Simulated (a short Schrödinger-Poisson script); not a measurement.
Gated Al0.33Ga0.67N/GaN polarisation-induced gas

System: gated Al0.33Ga0.67N/GaN polarisation-induced gas, at 300 K.

```csv
layer,material,thickness (nm),Na (cm⁻³)
1,Al0.33Ga0.67N,20,-
2,GaN,6000,1e14
```

Constants are typed, rounded textbook-type inputs, not results; the design itself was drawn at random and stands for no fabricated device. Al0.33Ga0.67N: permittivity 9.3, conduction-band edge (eV) 0.462, gap (eV) 4.09, electron mass (mₑ) 0.24, Nv at 300 K (cm⁻³) 4.6e19. GaN: permittivity 9.5, conduction-band edge (eV) 0, gap (eV) 3.43, Nv at 300 K (cm⁻³) 4.6e19.

Channel valleys (confinement mass, in-plane density-of-states mass, number): Γ 0.2, 0.2, 1. At the gate the conduction-band edge of layer 1 lies 1.27 eV − eVg above the Fermi level of the channel; the field vanishes at the back. Sheet of polarisation charge: +1.6e13 e/cm² at 20 nm from the gate. The barrier under the gate holds no holes. Gaps are held at their typed values at every temperature. Mesh 0.08 nm at interfaces.

From a short Schrödinger-Poisson script (our own, NumPy): 1D Poisson equation in equilibrium, electrons quantum, Hartree (BenDaniel-Duke, 40 states a valley, the channel's in-plane mass for all, wave functions free to enter the barrier), parabolic valleys, classical holes, full ionisation, no traps, pinning or gate leakage.

| Vg (V) | electrons (cm⁻²) | in the channel layer | C (μF/cm²) | Γ E0 (meV) | Γ E1 (meV) |
|---|---|---|---|---|---|
| 0.5 | 1.41e13 | 1.27e13 | 0.398 | -143.9 | 0.2 |
| -0.3 | 1.21e13 | 1.12e13 | 0.394 | -124.2 | 7.4 |
| -1.1 | 1.01e13 | 9.52e12 | 0.391 | -103.9 | 14.6 |
| -1.9 | 8.19e12 | 7.80e12 | 0.388 | -83.0 | 21.9 |
| -2.7 | 6.26e12 | 6.04e12 | 0.385 | -61.2 | 29.6 |
| -3.5 | 4.35e12 | 4.25e12 | 0.379 | -37.6 | 38.1 |
| -4.3 | 2.48e12 | 2.44e12 | 0.369 | -9.3 | 49.3 |
| -5.1 | 7.04e11 | 7.01e11 | 0.329 | 39.5 | 74.0 |

Gate voltages with under 1e6 electrons/cm² are left out.

Subbands count from the Fermi level.
